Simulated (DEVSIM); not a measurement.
Device: Al/SiO2/p-Si capacitor, at 300 K.

```csv
layer (left to right),material,thickness (nm),Na (cm⁻³)
1,SiO2,4.50,-
2,Si,10000,3.3e15
```

Metal gate on the left, work function 4.1 eV. Fixed charge at the semiconductor interface -7e10 cm⁻² (in units of +e); interface traps 2e12 cm⁻² eV⁻¹, uniform in energy, neutral level at 0.7 of the gap above the valence band.

The device is made up for the run: typed textbook-type constants, with dimensions and the other settings drawn at random. Values at 300 K.

```tsv
parameter	SiO2	Si
gap (eV)	9	1.124
affinity (eV)	0.9	4.05
permittivity	3.9	11.7
Nc (cm⁻³)	-	2.86e19
Nv (cm⁻³)	-	3.1e19
```

DEVSIM, 1D Poisson equation in equilibrium, Boltzmann statistics, complete ionisation; no quantum confinement or tunnelling. Metal contacts follow the ideal Schottky-Mott rule: no Fermi-level pinning, no interface dipoles.

### Question
Tabulate band edges, carrier densities and field at -0.4 V on the gate.

### Answer
Energies count from the Fermi level of the right contact; mesh points crowd at the junctions.

```json
[
 {"x (μm)": "0.000", "Ec (eV)": "3.600", "Ev (eV)": "-5.400", "n (cm⁻³)": "< 1e2", "p (cm⁻³)": "< 1e2", "field (V/cm)": "-7400"},
 {"x (μm)": "0.001219", "Ec (eV)": "3.599", "Ev (eV)": "-5.401", "n (cm⁻³)": "< 1e2", "p (cm⁻³)": "< 1e2", "field (V/cm)": "-7400"},
 {"x (μm)": "0.002884", "Ec (eV)": "3.598", "Ev (eV)": "-5.402", "n (cm⁻³)": "< 1e2", "p (cm⁻³)": "< 1e2", "field (V/cm)": "-7400"},
 {"x (μm)": "0.004234", "Ec (eV)": "3.597", "Ev (eV)": "-5.403", "n (cm⁻³)": "< 1e2", "p (cm⁻³)": "< 1e2", "field (V/cm)": "-7400"},
 {"x (μm)": "0.006237", "Ec (eV)": "0.450", "Ev (eV)": "-0.674", "n (cm⁻³)": "7.8e11", "p (cm⁻³)": "1.5e8", "field (V/cm)": "20000"},
 {"x (μm)": "0.01010", "Ec (eV)": "0.458", "Ev (eV)": "-0.666", "n (cm⁻³)": "5.8e11", "p (cm⁻³)": "2.0e8", "field (V/cm)": "20000"},
 {"x (μm)": "0.01912", "Ec (eV)": "0.476", "Ev (eV)": "-0.648", "n (cm⁻³)": "2.9e11", "p (cm⁻³)": "4.1e8", "field (V/cm)": "20000"},
 {"x (μm)": "0.05162", "Ec (eV)": "0.538", "Ev (eV)": "-0.586", "n (cm⁻³)": "2.6e10", "p (cm⁻³)": "4.4e9", "field (V/cm)": "18000"},
 {"x (μm)": "0.1160", "Ec (eV)": "0.644", "Ev (eV)": "-0.480", "n (cm⁻³)": "4.3e8", "p (cm⁻³)": "2.7e11", "field (V/cm)": "15000"},
 {"x (μm)": "0.2662", "Ec (eV)": "0.811", "Ev (eV)": "-0.313", "n (cm⁻³)": "690000", "p (cm⁻³)": "1.7e14", "field (V/cm)": "7300"},
 {"x (μm)": "0.6167", "Ec (eV)": "0.887", "Ev (eV)": "-0.237", "n (cm⁻³)": "36000", "p (cm⁻³)": "3.2e15", "field (V/cm)": "130"},
 {"x (μm)": "1.945", "Ec (eV)": "0.888", "Ev (eV)": "-0.236", "n (cm⁻³)": "35000", "p (cm⁻³)": "3.3e15", "field (V/cm)": "≈ 0"},
 {"x (μm)": "4.534", "Ec (eV)": "0.888", "Ev (eV)": "-0.236", "n (cm⁻³)": "35000", "p (cm⁻³)": "3.3e15", "field (V/cm)": "≈ 0"},
 {"x (μm)": "7.633", "Ec (eV)": "0.888", "Ev (eV)": "-0.236", "n (cm⁻³)": "35000", "p (cm⁻³)": "3.3e15", "field (V/cm)": "≈ 0"},
 {"x (μm)": "9.230", "Ec (eV)": "0.888", "Ev (eV)": "-0.236", "n (cm⁻³)": "35000", "p (cm⁻³)": "3.3e15", "field (V/cm)": "≈ 0"},
 {"x (μm)": "9.673", "Ec (eV)": "0.888", "Ev (eV)": "-0.236", "n (cm⁻³)": "35000", "p (cm⁻³)": "3.3e15", "field (V/cm)": "≈ 0"},
 {"x (μm)": "9.863", "Ec (eV)": "0.888", "Ev (eV)": "-0.236", "n (cm⁻³)": "35000", "p (cm⁻³)": "3.3e15", "field (V/cm)": "≈ 0"},
 {"x (μm)": "9.945", "Ec (eV)": "0.888", "Ev (eV)": "-0.236", "n (cm⁻³)": "35000", "p (cm⁻³)": "3.3e15", "field (V/cm)": "≈ 0"},
 {"x (μm)": "9.986", "Ec (eV)": "0.888", "Ev (eV)": "-0.236", "n (cm⁻³)": "35000", "p (cm⁻³)": "3.3e15", "field (V/cm)": "≈ 0"},
 {"x (μm)": "9.997", "Ec (eV)": "0.888", "Ev (eV)": "-0.236", "n (cm⁻³)": "35000", "p (cm⁻³)": "3.3e15", "field (V/cm)": "≈ 0"},
 {"x (μm)": "10.00", "Ec (eV)": "0.888", "Ev (eV)": "-0.236", "n (cm⁻³)": "35000", "p (cm⁻³)": "3.3e15", "field (V/cm)": "≈ 0"},
 {"x (μm)": "10.01", "Ec (eV)": "0.888", "Ev (eV)": "-0.236", "n (cm⁻³)": "35000", "p (cm⁻³)": "3.3e15", "field (V/cm)": "≈ 0"}
]
```
